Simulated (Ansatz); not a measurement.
Results of LDA in Ansatz (PAW) for MoSe2 (R3m, No. 160, 3 atoms in the cell; start mp-7581; a measured phase of this formula has another space group).

Numerical settings: plane-wave cutoff 520 eV, 12×12×12 k mesh, Fermi–Dirac smearing 0.01 eV, no spin polarisation, scalar-relativistic PAW data made under PBE.

Cell (relaxed at this level):

```
CELL_PARAMETERS angstrom
      1.62659     0.93911     6.34369
     -1.62659     0.93911     6.34369
      0.00000    -1.87822     6.34369
ATOMIC_POSITIONS crystal
  Mo 0.33319 0.33319 0.33319
  Se 0.57963 0.57963 0.57963
  Se 0.75352 0.75352 0.75352
```

**Question.** Predict the band gap and direct gap at Γ.

**Answer.** 
- band gap: 0.79 eV (on the SCF k mesh)
- direct gap at Γ: 3.19 eV

Note: the relaxation could not lower the start's symmetry, so the cell can be a saddle point above a distorted one.

Spin–orbit coupling is not included.

Static lattice: no zero-point or thermal effects.

Computing time: around 6 core-minutes (rough).

A start named mp-… is a Materials Project structure, which need not be a measured phase.

Ansatz is a first-principles code.
